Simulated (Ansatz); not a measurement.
Start from ZnO in the wurtzite structure (space group P6_3mc, No. 186).

```
CELL_PARAMETERS angstrom
      3.18693     0.00000     0.00000
     -1.59347     2.75997     0.00000
      0.00000     0.00000     5.15257
ATOMIC_POSITIONS crystal
  Zn 0.33333 0.66667 0.00179
  Zn 0.66667 0.33333 0.50179
  O  0.33333 0.66667 0.38021
  O  0.66667 0.33333 0.88021
```

Level of theory: Kohn–Sham DFT with the LDA functional, run in Ansatz (an electronic-structure program) with PAW and 420 eV plane waves, without spin-orbit coupling.

Before the change:

| Quantity | Value |
|---|---|
| Electron mass | 0.15 mₑ (at Γ) |
| Pressure | 0.00 GPa |

The change: the cell is scaled by 1.0120 in all directions, atoms relaxed at fixed cell.

Q: What does the calculation give for the electron mass after the change?

A: The electron mass goes from 0.15 mₑ (at Γ) to 0.14 mₑ (at Γ).

Q: What does the calculation give for the pressure after the change?

A: The pressure (mean of the normal stresses, compression positive) goes from zero to -5.32 GPa.

The levels and masses belong to the bands next to the band gap. The cells carry an imposed strain or load. Masses are band curvatures over ±0.01 Å⁻¹ around the edge. Stability against distortions was not tested.
